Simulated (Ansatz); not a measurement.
The starting structures come from a database of crystals and need not be the phases stable at ambient conditions.

Tunnelling through a barrier is set by its complex band structure: the current falls as exp(−2κd) with the smallest κ.

```xyz
14
Lattice="6.0497 0.0000 0.0000 0.0000 10.5869 0.0000 -2.9072 0.0000 5.1695" Properties=species:S:1:pos:R:3 pbc="T T T"
Sr    -1.4536     7.9402     2.5848
Sr    -1.4536     2.6467     2.5848
Al     2.1973     5.2934     1.2429
Al     0.9453     5.2934     3.9266
Al     0.9391     0.0000     3.9376
Al     2.2034     0.0000     1.2319
S      4.4569     5.2934     0.9135
S     -1.3143     5.2934     4.2560
S      0.0468     0.0000     1.8356
S      3.0957     0.0000     3.3339
S      3.0249     8.8810     0.0000
S      3.0249     1.7059     0.0000
S      1.5713     6.9993     2.5848
S      1.5713     3.5876     2.5848
```

Space group of this cell: Cccm. The cell is taken as given; by PBEsol its mean pressure is -0.5 GPa.

Transport runs along the normal of the first two printed cell vectors.

The gap is the functional's own, uncorrected, and κ follows it; spin-orbit coupling is left out. Mid-gap values are interpolated between the computed energies.

Task: Predict the band gap and the smallest decay constant κ at mid-gap from PBEsol in Ansatz (an electronic-structure program).

Result: Gap 3.83 eV on a 6×4×6 mesh; κ = 0.250 1/Å, at the zone centre.
